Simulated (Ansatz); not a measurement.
## What isotropic strain +0.60 % does to WSe2

Start from WSe$_{2}$ (space group P6_3/mmc, No. 194; a = 3.230 Å, c = 12.411 Å; layered, stacked along the Cartesian z axis).

Now apply this change: an isotropic linear strain of +0.60 %; the atoms relax in the strained cell.

Calculations: plane-wave PAW DFT at the PBEsol-D3(BJ) level (Ansatz, a program for electronic structure, 420 eV), scalar-relativistic without spin-orbit coupling. k-mesh 12×12×3 (Γ-centred); smearing 0.05 eV (Fermi–Dirac).

The volume per atom goes up by 0.339 Å³ (18.70 Å³ → 19.03 Å³) and the space group remains P6_3/mmc (No. 194). The shortest interatomic distance increases by 0.005 Å (2.511 Å → 2.516 Å) and the energy grows by 1.5 meV/atom. The pressure (mean of the normal stresses, compression positive) goes from zero to -1.39 GPa and the band gap goes up by 0.042 eV, from 0.67 eV to 0.72 eV. The gap character is still indirect, Γ → K–Γ (47 % along) and the smallest direct gap falls by 0.04 eV to 1.61 eV. The mean gap deformation potential ΔEg/Δln V is +2.4 eV and the width of the top valence band falls by 0.022 eV to 1.61 eV. The hole mass stays 1.5 mₑ along c, 0.60 mₑ across (at Γ) and the valence-band top at Γ (three highest levels, from the VBM) changes from 0.00, -0.78, -1.48 eV to 0.00, -0.82, -1.39 eV.

Final structure:

```xyz
6
Lattice="3.2499 0.0000 0.0000 -1.6249 2.8145 0.0000 0.0000 0.0000 12.4855" Properties=species:S:1:pos:R:3 pbc="T T T"
W      1.6249     0.9382     9.3642
W      0.0000     1.8763     3.1214
Se     1.6249     0.9382     4.7971
Se     0.0000     1.8763    11.0399
Se     0.0000     1.8763     7.6884
Se     1.6249     0.9382     1.4456
```

Spin-orbit coupling, missing from the scalar runs, can matter with W. Masses are band curvatures over ±0.01 Å⁻¹ around the edge. Stability against distortions was not tested.
